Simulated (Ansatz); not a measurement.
Worked example: self-consistent single point of PbO2 (P4_2/mnm, 6 atoms in the cell) in Ansatz (a program for electronic structure).

Level of theory: LDA (PW92), PAW files made with PBE (plane waves; Ansatz).

The change in words: lattice scaled by 1.015; basis.ecutwfc: 420 eV → 250 eV. Reference geometry:
```xyz
6
Lattice="5.0804 0.0000 0.0000 0.0000 5.0804 0.0000 0.0000 0.0000 3.4673" Properties=species:S:1:pos:R:3 pbc="T T T"
Pb     0.0000     0.0000     0.0000
Pb     2.5402     2.5402     1.7336
O      1.5619     1.5619     0.0000
O      3.5185     3.5185     0.0000
O      0.9783     4.1020     1.7336
O      4.1020     0.9783     1.7336
```

Reference input (self-consistent single point, DFT, LDA (PW92), plane waves, PAW files made with PBE): basis.ecutwfc = 420 eV; kpoints.mp_grid.grid = 5 5 8; hamiltonian.xc = lda; hamiltonian.pseudopotentials = {kind: paw} (the program's default PAW files); scf.occupations.method = fermi_dirac; scf.occupations.width = 0.136 eV. This run's input differs from it in these lines:

Ansatz 0.2 input:
```diff
@@ -3,5 +3,5 @@
   lattice:
-    - [5.080374, 0.000000, 0.000000]
-    - [0.000000, 5.080374, 0.000000]
-    - [0.000000, 0.000000, 3.467294]
+    - [5.156580, 0.000000, 0.000000]
+    - [0.000000, 5.156580, 0.000000]
+    - [0.000000, 0.000000, 3.519303]
   atoms:
@@ -14,3 +14,3 @@
 basis:
-  ecutwfc: 420.0
+  ecutwfc: 250.0
 kpoints:
```

Output (repeated stretches shortened):

```
SCF iter   1: F=—  HF=-25417.060163 eV  |F-HF|=—  |Δ(HF+E_count)|=         —  Δρ=6.38e-2  dr2=1.66e0  ethr=3.10e-3  ⟨swp⟩=6.1  Hψ=4238  notcnv=0  defer=4
all-band conjugate gradients solve this SCF's bands
preconditioner: auto → Resta (q_TF=auto, 2.474 Å⁻¹)
SCF iter   2: F=—  HF=-25416.545702 eV  |F-HF|=—  |Δ(HF+E_count)|=   5.14e-1  Δρ=3.47e-2  dr2=5.01e-1  ethr=3.10e-3  ⟨swp⟩=2.0  Hψ=1376  notcnv=0  defer=30
   [... lines left out ...]
SCF iter   5: F=—  HF=-25416.338402 eV  |F-HF|=—  |Δ(HF+E_count)|=   3.86e-4  Δρ=3.86e-4  dr2=1.06e-4  ethr=4.46e-6  ⟨swp⟩=2.0  Hψ=1528  notcnv=0  defer=30
SCF iter   6: F=—  HF=-25416.338354 eV  |F-HF|=—  |Δ(HF+E_count)|=   4.71e-5  Δρ=5.37e-5  dr2=2.02e-6  ethr=2.05e-7  ⟨swp⟩=2.0  Hψ=1746  notcnv=0  defer=30
SCF iter   7: F=—  HF=-25416.338357 eV  |F-HF|=—  |Δ(HF+E_count)|=   2.94e-6  Δρ=7.75e-6  dr2=3.35e-8  ethr=1.92e-10  ⟨swp⟩=9.7  Hψ=5515  notcnv=0
SCF iter   8: F=-25416.338357 eV  HF=-25416.338357 eV  |F-HF|=3.64e-12  |Δ(HF+E_count)|=   8.07e-9  Δρ=2.74e-7  dr2=3.90e-11  ethr=6.43e-11  ⟨swp⟩=2.9  Hψ=3256  notcnv=0
SCF 1 converged in 8 iterations: F = -25416.338357 eV  dr2 = 3.90e-11
Free energy (F): -25416.338357 eV
Internal energy: -25416.262168 eV  (E = F + TS)
E sigma→0 (E₀):  -25416.300263 eV
Entropy (-TS):   -0.076189 eV (-12.698 meV/atom)
Fermi energy:    6.542883 eV
--- Forces (eV/Å), atoms counted from 1 ---
  atom   1  Pb     0.00000000     0.00000000     0.00000000
  atom   2  Pb     0.00000000    -0.00000000     0.00000000
  atom   3  O      0.25909537     0.25909537     0.00000000
  atom   4  O     -0.25909537    -0.25909537     0.00000000
  atom   5  O     -0.25909537     0.25909537     0.00000000
  atom   6  O      0.25909537    -0.25909537     0.00000000
--- Stress (GPa, compression-positive) ---
      -13.821995       0.000000       0.000000
        0.000000     -13.821995       0.000000
        0.000000       0.000000     -19.301403
  P = ⅓ Tr σ = -15.6485 GPa (-156.485 kbar)
  The stress holds the Pulay correction. Without it, at fixed plane waves, as pw.x and ABINIT print it: P = -78.8716 GPa
```

The run converged in 8 iterations. Against the reference run the free energy rises by 1.30 eV/atom, the pressure goes from -9.53 to -15.65 GPa and the largest force goes from 0.144 to 0.366 eV/Å.

The starting cell comes from a database of computed structures (which also holds hypothetical and non-ambient phases and stackings), without a prior relaxation at this level. Its lattice was rescaled by a random factor within 2.5 % of one. For this run, on top of that: lattice scaled by 1.015. Ansatz's pressure includes its estimate of the finite-basis (Pulay) stress. Without the estimate this run gives -78.87 GPa. The cutoff lies below the one recommended for these files. The run gives no clean gap (levels at the Fermi energy touch, overlap or are partly filled at this smearing), which alone does not show that the compound is a metal.
